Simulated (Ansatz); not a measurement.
Data:

End structure of Ti on a Mo site (middle of the slab) in a 3x3 cell of the 1x1 (110) surface of bcc Mo:

```xyz
36
Lattice="8.2120 0.0000 0.0000 -2.7373 7.7424 0.0000 0.0000 0.0000 26.0000" Properties=species:S:1:pos:R:3 pbc="T T T"
Mo     0.9125     1.2904     9.7315
Mo     0.0000     3.8712     9.7315
Mo    -0.9124     6.4520     9.7315
Mo     3.6498     1.2904     9.7315
Mo     2.7373     3.8712     9.7315
Mo     1.8249     6.4520     9.7315
Mo     6.3871     1.2904     9.7315
Mo     5.4747     3.8712     9.7315
Mo     4.5622     6.4520     9.7315
Ti     0.0000     0.0000    11.8884
Mo    -0.9186     2.5928    11.8749
Mo    -1.8187     5.1496    11.8749
Mo     2.7507    -0.0018    11.8749
Mo     1.8195     2.5731    11.8720
Mo     0.9148     5.1599    11.8725
Mo     5.4613     0.0018    11.8749
Mo     4.5599     2.5825    11.8725
Mo     3.6552     5.1692    11.8720
Mo     0.9131     1.2913    14.1312
Mo     0.0015     3.8705    14.1281
Mo    -0.9105     6.4506    14.1238
Mo     3.6487     1.2916    14.1281
Mo     2.7373     3.8712    14.1212
Mo     1.8260     6.4508    14.1281
Mo     6.3852     1.2917    14.1238
Mo     5.4732     3.8719    14.1281
Mo     4.5616     6.4511    14.1312
Mo     0.0000     0.0000    16.2741
Mo    -0.9128     2.5786    16.2687
Mo    -1.8245     5.1638    16.2687
Mo     2.7354    -0.0011    16.2687
Mo     1.8218     2.5764    16.2628
Mo     0.9154     5.1595    16.2696
Mo     5.4767     0.0011    16.2687
Mo     4.5593     2.5829    16.2696
Mo     3.6529     5.1660    16.2628
```

Slab: 36 atoms, 6.5 Å thick at the start (thin: gaps and levels are the slab's own); k 4x4x1, smearing 0.1 eV, dipole-corrected; 9 atoms held, the rest relaxed; held to the start's symmetry, so lower structures may exist; no spin, no spin-orbit, no U.

Task: What work function of the top face does PBE in Ansatz (an electronic-structure program) give?

Result: 4.58 eV

Task: Give the formation energy against bcc Mo, hcp Ti at the level PBE.

Result: -0.92 eV

Task: Give the change of the step from the bottom to the top vacuum level, against the clean slab at the level PBE.

Result: 0.004 eV

Task: Give the change of the work function at the level PBE.

Result: -0.013 eV
